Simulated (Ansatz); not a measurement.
**Element substitutions in Bi**

Consider Bi in the A7 type structure (space group R-3m, No. 166).

Space group R-3m, hexagonal axes (No. 166); a = 4.4724 Å, b = 4.4724 Å, c = 11.2791 Å, α = 90.00°, β = 90.00°, γ = 120.00°

```json
[
 {"atom": "Bi", "site": "6c", "symmetry": "3m", "x": "0.0000", "y": "0.0000", "z": "0.2397"}
]
```
(The calculation used a cell of 2 atoms; values per cell refer to that cell.)

Each row replaces one element on all its sites; cell and atoms are relaxed.

The values are results of DFT with PBEsol-D3(BJ), PAW potentials and a 420 eV plane-wave cutoff in Ansatz (a program for electronic structure), without spin-orbit coupling, not measurements.

```
case     shortest interatomic distance      space group
-------  -----------------------------  ---------------
base                           3.062 Å   R-3m (No. 166)
Bi → As                     (withheld)   R-3m (No. 166)
Bi → Rh                        2.478 Å  Pm-3m (No. 221)
Bi → Pb                     (withheld)  Pm-3m (No. 221)
```

Q: Some entries are withheld; estimate them.

A: 
- Bi → As, shortest interatomic distance: 2.517 Å
- Bi → Pb, shortest interatomic distance: 3.132 Å

No phonon test of stability was made. As relaxed here, Rh and Pb are hypothetical phases, not in the database extracts checked. All final runs are without spin polarisation. Rh has a high density of states at the Fermi level and may be magnetic at this level. The program warned that a D3 coordination switch lies within reach, so dispersion energies are less smooth here.
